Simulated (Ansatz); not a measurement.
# MoS2: electrons 7.0×10^21 cm⁻³

Take MoS$_{2}$ (space group R3m, No. 160; a = 3.175 Å, c = 18.586 Å (hexagonal axes); layered, stacked along the Cartesian z axis) as the base.

Now apply this change: electron doping at 7.0×10^21 cm⁻³ (0.379 per cell), with a uniform compensating background at fixed cell and a 300 K Fermi–Dirac width.

Computed with r2SCAN+rVV10 (Ansatz, an electronic-structure program), no spin-orbit coupling, earlier PAW set. Γ-centred 21×21×21 mesh, Fermi–Dirac width 0.0259 eV.

| quantity | base | changed | shift |
|---|---|---|---|
| gap between the host's bands | 1.02 eV | 0.98 eV | -0.04 eV |
| gap character | indirect, T → k = (0.143, 0.476, -0.191) in the run's primitive reciprocal basis | indirect, T → Γ–S₀ (50 % along) | – |
| largest internal atomic displacement | – | 0.016 Å | – |
| Fermi level relative to the doped band's edge (positive inside the band; to 0.05 eV) | – | +0.40 eV | – |

Final structure:

```
MoS2
1.0
    1.58770     0.91666     6.19534
   -1.58770     0.91666     6.19534
    0.00000    -1.83332     6.19534
Mo S
1 2
Direct
  0.00002   0.00002   0.00002
  0.75115   0.75115   0.75115
  0.58213   0.58213   0.58213
```
Cell charge -0.378695.

Carriers are added with a uniform compensating background; total energy and stress of such cells depend on the potential's zero and are not compared; many-body gap narrowing is missing at this level. Whether these cells are dynamically stable was not tested.
